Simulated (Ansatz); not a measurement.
## BAs: element substitutions

Take BAs in the zinc blende structure (space group F-43m, No. 216) as the base.

```
CELL_PARAMETERS angstrom
      0.00000     2.40467     2.40467
      2.40467     0.00000     2.40467
      2.40467     2.40467     0.00000
ATOMIC_POSITIONS crystal
  As 0.75000 0.75000 0.75000
  B  0.00000 0.00000 0.00000
```

Each row replaces one element on all its sites; cell and atoms are relaxed.

Calculations: PBE, PAW, 420 eV (Ansatz, a quantum-chemistry and plane-wave program; without spin-orbit coupling).

Candidates:
(a) As → P
(b) As → Au
(c) As → Ga

For the base:

| Property | Result |
|---|---|
| Lattice parameter a | 4.809 Å |

**Question.** Order them by lattice parameter a, lowest first.

**Answer.** (a) As → P (4.548 Å), (c) As → Ga (4.942 Å), (b) As → Au (4.982 Å)

Stability against distortions was not tested. As relaxed here, AuB and GaB are hypothetical phases, not in the database extracts checked. The final runs are not spin-polarised.
